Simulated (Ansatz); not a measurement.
Take GaAs in the zinc blende structure (space group F-43m, No. 216) as the base.

```yaml
crystal:
  lattice:
    - [0.00000, 2.83335, 2.83335]
    - [2.83335, 0.00000, 2.83335]
    - [2.83335, 2.83335, 0.00000]
  atoms:
    - { symbol: As, position: [0.75000, 0.75000, 0.75000] }
    - { symbol: Ga, position: [0.00000, 0.00000, 0.00000] }
```

Cartesian axes are those of the cell as printed.

Method: plane-wave PAW DFT at the r2SCAN level (Ansatz, an electronic-structure program, 500 eV), without spin-orbit coupling.

Strains are applied to the cell and any free atomic positions relax; under biaxial strain the out-of-plane vector relaxes too.

One change was made to it. Results:

The valence-band top at Γ (three highest levels, from the VBM) changes from 0.00, 0.00, 0.00 eV to 0.00, -0.09, -0.10 eV; the pressure (mean of the normal stresses, compression positive) goes from zero to -0.94 GPa.

Q: What was done to the base?
(A) uniaxial strain ε_zz = +2.59 %
(B) biaxial strain +0.88 %, plane normal [110], relaxed out of plane
(C) biaxial strain +0.44 %, plane normal [001], relaxed out of plane

A: B, biaxial strain +0.88 %, plane normal [110], relaxed out of plane. For comparison, the valence-band top at Γ in the other runs: uniaxial strain ε_zz = +2.59 % gives 0.00, 0.00, -0.16 eV; biaxial strain +0.44 %, plane normal [001], relaxed out of plane gives 0.00, -0.05, -0.05 eV.

A biaxial case was relaxed in a doubled cell and then solved in the primitive one. The levels and masses belong to the bands next to the band gap. No phonon test of stability was made.
